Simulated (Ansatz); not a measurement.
Terminations of the (0001) surface of wurtzite CdS (Cd plane on top), measured from the surface '2x2 with 2 H on 4 top atoms'. Atoms come from or go to: Al: fcc Al, Cd: hcp Cd, F: ½ F2(g), H: ½ H2(g), Mg: hcp Mg, O: ½ O2(g), S: ⅛ S8(g), Si: silicon. ΔE is the energy of forming the row's surface from that one (negative: more stable at these reservoirs); the vacuum level's shift is aligned on the shared bottom. No zero-point or thermal terms. These are constructed structures in small cells; real faces may alloy, dewet or reconstruct in larger ones, and not all known structures of the face are among them. Slabs of about 14 Å with all that they carry, Fermi-Dirac smearing of 0.025 eV. Bottom of the slabs: H caps. Relaxed from the named starts with such symmetry as they have, on meshes of like density; energies extrapolated to zero smearing; no spin-orbit coupling, no U. Spin-polarised runs, if any, are marked in brackets, and their order is one that fits the cell; the others ran without spin. A dash marks a value that is undefined for that row (no clear gap, or no work function of a gapped slab) or was not read reliably on its mesh.

Method: PBE (plane waves to 420 eV, PAW; Ansatz, a quantum-chemistry and plane-wave program).

```csv
surface,atoms added per 1x1,ΔE per 1x1 (eV),slab gap (eV),shift of the vacuum level (eV),work function (eV)
2x2 Cd adatom at H3 (3 Cd–S bonds broke),"+0.25 Cd, -0.5 H",0.15,0.66,-1.04,–
2x2 Mg adatom at T4,"-0.5 H, +0.25 Mg",(withheld),–,-1.47,–
F on every top atom,"+1 F, -0.5 H",-1.69,–,3.66,10.36
2x2 with 2 H on 4 top atoms,none,0.00,1.59,0.00,–
2x2 O adatom at T4 (1 O–S bonds broke),"-0.5 H, +0.25 O",-0.20,0.51,-0.73,–
2x2 Si adatom at T4,"-0.5 H, +0.25 Si",0.32,–,-0.87,–
relaxed from the ideal Cd-terminated 1x1 (like top atoms buckled by 1.0 Å),-0.5 H,0.19,–,-1.36,–
SH on every top atom,"+0.5 H, +1 S",-0.34,–,-0.01,6.68
"2x2 Al adatom at H3 [spin, 1.0 μB a cell]","+0.25 Al, -0.5 H",0.39,–,-1.40,–
```

### Question
Complete the blanks.

### Answer

- 2x2 Mg adatom at T4, ΔE per 1x1 (eV): 0.35
